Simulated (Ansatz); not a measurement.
Effect of uniaxial strain ε_zz = +3.00 % on MgTe

Start from MgTe in the wurtzite structure (space group P6_3mc, No. 186; a = 4.5614 Å, c = 7.4119 Å). Axes: x lies along a and z along c of the hexagonal cell.

It is then changed as follows: uniaxial strain ε_zz = +3.00 %, all other strain components held at zero, atoms relaxed at fixed cell.

The values are results of Ansatz (an electronic-structure program) PBEsol, no spin-orbit coupling, not measurements. k-mesh 8×8×5 (Γ-centred); smearing 0.05 eV (Fermi–Dirac).

- Shortest interatomic distance: 281.1 pm (base 278.7 pm)
- Energy relative to the base (free energy F): +5.2 meV/atom
- Band gap: 2.19 eV (base 2.39 eV)
- Gap character: direct at Γ (base direct at Γ)
- Width of the top valence band: 1.42 eV (base 1.40 eV)
- Electron mass: 0.15 mₑ along z, 0.17 mₑ across (at Γ) (base 0.15 mₑ along c, 0.17 mₑ across (at Γ))
- Valence-band top at Γ (three highest levels, from the VBM): 0.00, 0.00, -0.16 eV (base 0.00, -0.02, -0.02 eV)
- Largest internal atomic displacement: 0.021 Å
- Stress (xx, yy, zz, yz, xz, xy; compression positive): (-0.71, -0.71, -1.65, 0.00, 0.00, 0.00) GPa

Cost of the whole job for the changed cell (relaxation, final SCF and bands): about 70 core-seconds (a rough figure).

With Te present, leaving out spin-orbit coupling can change the band edges. Masses are band curvatures over ±0.01 Å⁻¹ around the edge. No phonon test of stability was made.
